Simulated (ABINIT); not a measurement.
Input and output of a self-consistent single point for NaPt2 (Fd-3m, 6 atoms in the cell) (ABINIT).

Method: LDA (PW92), PAW (JTH v2.0 LDA PAW) (plane waves; ABINIT).

```xyz
6
Lattice="0.0000 3.7523 3.7523 3.7523 0.0000 3.7523 3.7523 3.7523 0.0000" Properties=species:S:1:pos:R:3 pbc="T T T"
Na     3.7523     3.7523     3.7523
Na     5.6285     5.6285     5.6285
Pt     0.9381     0.9381     0.9381
Pt     0.9381     2.8143     2.8143
Pt     2.8143     2.8143     0.9381
Pt     2.8143     0.9381     2.8143
```

Reference input (self-consistent single point, DFT, LDA (PW92), plane waves, PAW (JTH v2.0 LDA PAW)): pseudos = [Na.LDA_PW-JTH.xml, Pt.LDA_PW-JTH.xml]; ecut = 60 Ry; pawecutdg = 120 Ry; pawxcdev = 0; occopt = 3; tsmear = 0.00367493 Ha; ngkpt = 8 8 8; nshiftk = 1; shiftk = 0 0 0; potentials = JTH v2.0 LDA PAW; nband = 37; kptopt = 1. This run's input differs from it in these lines:

```diff
@@ -27,3 +27,3 @@
 kptopt 1
-ngkpt 8 8 8
+ngkpt 4 4 4
 nshiftk 1
```

The program printed (abridged):

```
--- !BeginCycle
solver: {iscf: 17, nstep: 60, nline: 4, wfoptalg: 10, }
tolerances: {tolvrs: 1.00E-11, }
...

     iter   Etot(hartree)      deltaE(h)  residm     nres2
 ETOT  1  -203.99101587558    -2.040E+02 3.346E+00 1.164E+02
 ETOT  2  -204.99608356808    -1.005E+00 4.096E-01 4.388E+01
 ETOT  3  -204.90293569086     9.315E-02 1.137E-01 7.555E+00
 ETOT  4  -204.90429803652    -1.362E-03 1.954E-02 5.933E+00
 ETOT  5  -204.90076320407     3.535E-03 3.252E-02 2.689E+00
   [... 18 lines left out ...]
 ETOT 24  -204.89473185353    -3.274E-11 1.575E-05 3.027E-09
 ETOT 25  -204.89473185355    -2.009E-11 1.757E-05 1.365E-09
 ETOT 26  -204.89473185355    -2.359E-12 1.400E-05 1.707E-10
 ETOT 27  -204.89473185355    -3.155E-12 1.441E-05 2.548E-12
 At SCF step   27       nres2   =  2.55E-12 < tolvrs=  1.00E-11 =>converged.

 Cartesian components of stress tensor (hartree/bohr^3)
  sigma(1 1)=  1.52027201E-04  sigma(3 2)=  0.00000000E+00
  sigma(2 2)=  1.52027201E-04  sigma(3 1)=  0.00000000E+00
  sigma(3 3)=  1.52027201E-04  sigma(2 1)=  0.00000000E+00

 ----iterations are completed or convergence reached----

 reduced coordinates (array xred) for    6 atoms
       0.499999999084      0.500000000916      0.499999999084
       0.749999999084      0.750000000916      0.749999999084
       0.124999999084      0.125000000916      0.124999999084
       0.624999999084      0.125000000916      0.124999999084
       0.124999999084      0.125000000916      0.624999999084
       0.124999999084      0.625000000916      0.124999999084
 cartesian forces (eV/Angstrom) at end:
   [... lines left out ...]
 Fermi (or HOMO) energy (hartree) =   0.16229   Average Vxc (hartree)=  -0.39264
 Fermi (or HOMO) energy (eV) =   4.41616   Average Vxc (eV)= -10.68422
   [... lines left out ...]
'-kT*entropy'       : -5.04200529928457E-03
total_energy        : -2.04894731826887E+02
total_energy_eV     : -5.57546919863317E+03
...

-Cartesian components of stress tensor (GPa)         [Pressure= -4.4728E+00 GPa]
- sigma(1 1)=  4.47279393E+00  sigma(3 2)=  0.00000000E+00
- sigma(2 2)=  4.47279393E+00  sigma(3 1)=  0.00000000E+00
- sigma(3 3)=  4.47279393E+00  sigma(2 1)=  0.00000000E+00

 Calculation completed.
```

The run converged in 27 iterations. Against the reference run the free energy goes up by 47.1 meV/atom and the pressure goes from -4.94 to -4.47 GPa.

The starting cell comes from a database of computed structures (which also holds hypothetical and non-ambient phases and stackings), without a prior relaxation at this level. Spin polarisation is off. With a pressure of about -4 GPa the cell is away from its equilibrium volume at this level.

Cost on one core of a shared machine: roughly 2 min.
